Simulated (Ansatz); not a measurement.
SiSe₂ (Ibam, No. 72, 6 atoms in the cell; start mp-1179443) was calculated with PBEsol (plane waves, PAW; Ansatz, an electronic-structure program).

From the output:

```
Relaxation: its limit of steps is 80 (relax.max_steps)
Crystal: 6 atoms, lattice volume = 168.117 Å³
Basis set: ecut = 520 eV, 4537 PW (Γ), exchange–correlation on 96×96×96 points (8 copies of the dense FFT grid, shifted against one another)
Bands: 44, of which v1, the nominal top of the filled ones, is band 36 counted from 1 (35 counted from 0)
Symmetry: 8 space group operations
Space group: Ibam (ITA 72), of the structure as read, at distance tolerance 5.5e-5 Å
k-points: 95 of 512
Initial density: superposition of atomic densities (chi_scale 0.1, normalization cell, long waves kept (reshape's long-wave potential 0.02 eV rms))
Functional: x = pbesol(κ = 0.804, μ = 0.12345679012345678), c = pbesol(β = 0.046)
SCF iter   1: F=—  HF=-22942.941482 eV  |F-HF|=—  |Δ(HF+E_count)|=         —  Δρ=3.25e-2  dr2=2.32e0
SCF iter   2: F=—  HF=-22942.414141 eV  |F-HF|=—  |Δ(HF+E_count)|=   5.27e-1  Δρ=1.77e-2  dr2=5.51e-1
  ...
SCF 1 converged in 8 iterations: F = -22942.277876 eV  dr2 = 4.43e-8
Crystal: 6 atoms, lattice volume = 168.117 Å³
Initial density: handed on by an earlier stage of this run
SCF 2 converged in 5 iterations: F = -22942.288509 eV  dr2 = 2.53e-7
Crystal: 6 atoms, lattice volume = 168.117 Å³
SCF 3 converged in 5 iterations: F = -22942.289039 eV  dr2 = 3.91e-8
Crystal: 6 atoms, lattice volume = 168.117 Å³
Basis set: ecut = 520 eV, 4545 PW (Γ), exchange–correlation on 96×96×96 points (8 copies of the dense FFT grid, shifted against one another)
SCF 4 converged in 6 iterations: F = -22942.289067 eV  dr2 = 2.63e-10
Crystal: 6 atoms, lattice volume = 168.117 Å³
SCF iter   4: F=—  HF=-22942.289071 eV  |F-HF|=—  |Δ(HF+E_count)|=   4.04e-8  Δρ=1.53e-7  dr2=2.85e-11
SCF iter   5: F=-22942.289071 eV  HF=-22942.289071 eV  |F-HF|=3.64e-12  |Δ(HF+E_count)|=  2.22e-10  Δρ=5.99e-8  dr2=5.43e-12
SCF 5 converged in 5 iterations: F = -22942.289071 eV  dr2 = 5.43e-12
SCF converged after 5 iterations
Free energy (F): -22942.289071 eV
Internal energy: -22942.289071 eV  (E = F + TS)
E sigma→0 (E₀):  -22942.289071 eV
Fermi energy:    5.184475 eV
--- Stress (GPa, compression-positive) ---
        0.122635       0.000000       0.000000
        0.000000       0.126094       0.000000
        0.000000       0.000000       0.129562
  P = ⅓ Tr σ = 0.1261 GPa (1.261 kbar)
```

Task: Write an input file that could have produced this run (the log leaves some choices open).

Result: One answer among several that fit: 
Ansatz 0.2 input:
```yaml
crystal:
  lattice:
    - [-3.1313013008, 4.6152403979, 2.9082499742]
    - [3.1313013008, -4.6152403979, 2.9082499742]
    - [3.1313013008, 4.6152403979, -2.9082499742]
  atoms:
    - { symbol: Si, position: [0.75, 0.75, 0.0] }
    - { symbol: Si, position: [0.25, 0.25, 0.0] }
    - { symbol: Se, position: [0.3716401649, 0.7051136752, 0.0767538401] }
    - { symbol: Se, position: [0.6283598351, 0.2948863248, 0.9232461599] }
    - { symbol: Se, position: [0.1283598351, 0.2051136752, 0.3334735103] }
    - { symbol: Se, position: [0.8716401649, 0.7948863248, 0.6665264897] }
basis:
  ecutwfc: 520
  ecutrho_ratio: 4
  xc_grid: 2
kpoints:
  mp_grid: { grid: [8, 8, 8] }
hamiltonian:
  xc: pbesol
  dispersion: none
  pseudopotentials: { azcp: { folder: ./paw }, kind: paw }
scf:
  occupations: { method: fermi_dirac, width: 0.01 }
output:
  forces: true
  stress: true
  eigenvalues: true
relax:
  f_tol: 0.004
  escape_saddle: false
  max_steps: 80
  cell: { stress_tol: 0.02, fix: [volume] }
```

The cell is one volume of an energy–volume scan, off the minimum.

The PAW data were made under PBE.

Note: the relaxation could not lower the start's symmetry, so the cell can be a saddle point above a distorted one.

Computing time: about 2.5 core-minutes (a rough figure).

A start named mp-… is a Materials Project structure, which need not be a measured phase.
